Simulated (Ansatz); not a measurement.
The starting structures come from a database of crystals and need not be the phases stable at ambient conditions.

 Where the default PAW files enter, the runs use the earlier of Ansatz's two default sets.

Inside the gap of an insulator the Bloch states are evanescent, with a wavenumber k + iκ along the transport direction.

Input:

```yaml
crystal:
  lattice:
    - [5.76868, 0.00000, 0.00000]
    - [-2.79011, 5.04905, 0.00000]
    - [1.48928, 2.52453, 6.87924]
  atoms:
    - { symbol: Rb, position: [0.33786, 0.33786, 0.32428] }
    - { symbol: Rb, position: [0.66214, 0.66214, 0.67572] }
    - { symbol: Ni, position: [0.00000, 0.00000, 0.00000] }
    - { symbol: Ni, position: [0.00000, 0.50000, 0.00000] }
    - { symbol: Ni, position: [0.50000, 0.00000, 0.00000] }
    - { symbol: S, position: [0.93643, 0.27165, 0.79192] }
    - { symbol: S, position: [0.06357, 0.72835, 0.20808] }
    - { symbol: S, position: [0.27165, 0.93643, 0.79192] }
    - { symbol: S, position: [0.72835, 0.06357, 0.20808] }
```

Space group of this cell: Fmmm. The cell is taken as given.

Transport runs along the normal of the first two printed cell vectors.

The gap is the functional's own. No spin-orbit coupling. Mid-gap values are interpolated on the energy grid.

Question: Give the band gap and the smallest decay constant κ at mid-gap that Ansatz (a first-principles code) with r2SCAN yields.

Answer: Gap 1.07 eV on a 6×6×6 mesh; κ = 0.334 1/Å, at the zone centre.
